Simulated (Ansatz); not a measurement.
## Effect of isotropic strain −0.60 % on ZnO

The reference is ZnO in the wurtzite structure (space group P6_3mc, No. 186; a = 3.2795 Å, c = 5.2937 Å).

It is then changed as follows: the cell is scaled by 0.9940 in all directions; the atoms relax in the strained cell.

Computed with Kohn–Sham DFT with the PBE functional, run in Ansatz (an electronic-structure program) with PAW and 420 eV plane waves, no spin-orbit coupling. k-mesh 12×12×6 (Γ-centred); smearing 0.05 eV (Fermi–Dirac).

The space group is still P6_3mc (No. 186) and the shortest interatomic distance decreases by 0.012 Å, from 1.999 Å to 1.987 Å. The energy grows by 1.6 meV/atom and the pressure (mean of the normal stresses, compression positive) goes from zero to 2.42 GPa. The band gap increases by 0.03 eV to 0.77 eV and the gap character is still direct at Γ. The mean gap deformation potential ΔEg/Δln V comes out as -1.5 eV and the electron mass stays 0.14 mₑ (at Γ). The valence-band top at Γ (three highest levels, from the VBM) remains 0.00, 0.00, -0.08 eV.

Masses are band curvatures over ±0.01 Å⁻¹ around the edge. Gaps are Kohn–Sham eigenvalue differences; semilocal functionals usually give less than the measured gap. Whether these cells are dynamically stable was not tested.
